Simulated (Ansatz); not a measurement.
# MoSe$_{2}$ in the 2H-MoS2 type structure (space group P6_3/mmc, No. 194; layered, stacked along the Cartesian z axis)

MoSe2 has the hexagonal space group P6₃/mmc (No. 194), Pearson symbol hP6. Cell: a = b = 3.228 Å, c = 12.347 Å, α = β = 90.00°, γ = 120.00°. Mo on 2c has 6 Se at 2.503 Å (trigonal prismatic). Se on 4f is surrounded by 3 Mo at 2.503 Å (trigonal pyramidal). (Neighbours: up to the widest gap in distance over summed covalent radii, below 1.35, at either atom; cation-cation and far metal-metal contacts left out.)

Method: Kohn–Sham DFT with the PBEsol-D3(BJ) functional, run in Ansatz (an electronic-structure program) with PAW and 420 eV plane waves, without spin-orbit coupling. k-mesh 12×12×3 (Γ-centred); smearing 0.05 eV (Fermi–Dirac).

```json
{
 "volume_per_atom": "18.57 Å³",
 "density": "7.57 g/cm³",
 "band_gap": "0.54 eV, indirect, Γ → K–Γ (47 % along)",
 "hole_mass": "2.1 mₑ along c, 0.63 mₑ across",
 "total_energy": "-5249.792 eV/atom (σ→0; compares only within this code and set-up)"
}
```

Masses are band curvatures over ±0.01 Å⁻¹ around the edge. Stability against distortions was not tested.
